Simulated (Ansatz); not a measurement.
Results of LDA (Ansatz, a program for electronic structure, PAW) for BaGaHO2 (model structure, started from the SrVO2H type, P4/mmm, No. 123, 5 atoms in the cell).

The input as run:

Ansatz 0.2 input:
```yaml
crystal:
  lattice:
    - [3.9571879964, 0.0, 0.0]
    - [0.0, 3.9571879964, 0.0]
    - [0.0, 0.0, 3.8382001218]
  atoms:
    - { symbol: Ba, position: [0.5, 0.5, 0.5] }
    - { symbol: Ga, position: [0.0, 0.0, 0.0] }
    - { symbol: O, position: [0.5, 0.0, 0.0] }
    - { symbol: O, position: [0.0, 0.5, 0.0] }
    - { symbol: H, position: [0.0, 0.0, 0.5] }
basis:
  ecutwfc: 520
  ecutrho_ratio: 4
  xc_grid: 2
kpoints:
  mp_grid: { grid: [14, 14, 14] }
hamiltonian:
  xc: lda
  dispersion: none
  pseudopotentials: { kind: paw }
scf:
  occupations: { method: fermi_dirac, width: 0.05 }
output:
  forces: true
  stress: true
  eigenvalues: true
relax:
  f_tol: 0.004
  escape_saddle: false
  max_steps: 80
  cell: { stress_tol: 0.02, fix: [volume] }
```

The run printed, among other lines:

```
Relaxation: its limit of steps is 80 (relax.max_steps)
Crystal: 5 atoms, lattice volume = 60.104 Å³
Basis set: ecut = 520 eV, 1631 PW (Γ), exchange–correlation on 60×60×60 points (8 copies of the dense FFT grid, shifted against one another)
Bands: 23, of which v1, the nominal top of the filled ones, is band 18 counted from 1 (17 counted from 0)
Symmetry: 16 space group operations
Space group: P4/mmm (ITA 123), of the structure as read, at distance tolerance 3.9e-5 Å
k-points: 288 of 2744
Functional: x = slater, c = lda
SCF iter   1: F=—  HF=-10616.673197 eV  |F-HF|=—  |Δ(HF+E_count)|=         —  Δρ=1.66e-2  dr2=1.36e-1
SCF iter   2: F=—  HF=-10616.637717 eV  |F-HF|=—  |Δ(HF+E_count)|=   3.55e-2  Δρ=5.29e-3  dr2=9.30e-3
  ...
SCF 1 converged in 7 iterations: F = -10616.634416 eV  dr2 = 2.81e-8
Crystal: 5 atoms, lattice volume = 60.104 Å³
Initial density: handed on by an earlier stage of this run
SCF 2 converged in 4 iterations: F = -10616.634523 eV  dr2 = 2.28e-8
Crystal: 5 atoms, lattice volume = 60.104 Å³
Basis set: ecut = 520 eV, 1615 PW (Γ), exchange–correlation on 60×60×60 points (8 copies of the dense FFT grid, shifted against one another)
SCF 3 converged in 4 iterations: F = -10616.634561 eV  dr2 = 2.44e-8
Crystal: 5 atoms, lattice volume = 60.104 Å³
SCF iter   6: F=—  HF=-10616.634561 eV  |F-HF|=—  |Δ(HF+E_count)|=    0.00e0  Δρ=1.28e-7  dr2=4.75e-12
SCF iter   7: F=-10616.634561 eV  HF=-10616.634561 eV  |F-HF|=5.46e-12  |Δ(HF+E_count)|=  3.64e-12  Δρ=4.60e-8  dr2=7.02e-13
SCF 4 converged in 7 iterations: F = -10616.634561 eV  dr2 = 7.02e-13
SCF converged after 7 iterations
Free energy (F): -10616.634561 eV
Internal energy: -10616.634510 eV  (E = F + TS)
E sigma→0 (E₀):  -10616.634536 eV
Fermi energy:    9.821550 eV
--- Forces (eV/Å), atoms counted from 1 ---
  atom   1  Ba     0.00000000     0.00000000     0.00000000
  atom   2  Ga     0.00000000     0.00000000     0.00000000
  atom   3  O     -0.00000000    -0.00000000     0.00000000
  atom   4  O      0.00000000     0.00000000     0.00000000
  atom   5  H     -0.00000000    -0.00000000     0.00000000
--- Stress (GPa, compression-positive) ---
       -2.543336       0.000000       0.000000
        0.000000      -2.543336       0.000000
        0.000000       0.000000      -2.543806
  P = ⅓ Tr σ = -2.5435 GPa (-25.435 kbar)
```

The cell is one volume of an energy–volume scan, off the minimum.

The PAW data were made under PBE.

Note: the relaxation could raise the start's symmetry but not lower it, so the cell can be a saddle point.

A model structure was made by putting elements into a prototype or built by hand; it is no filed structure, need not be a known phase, and can be a saddle point held by its symmetry.
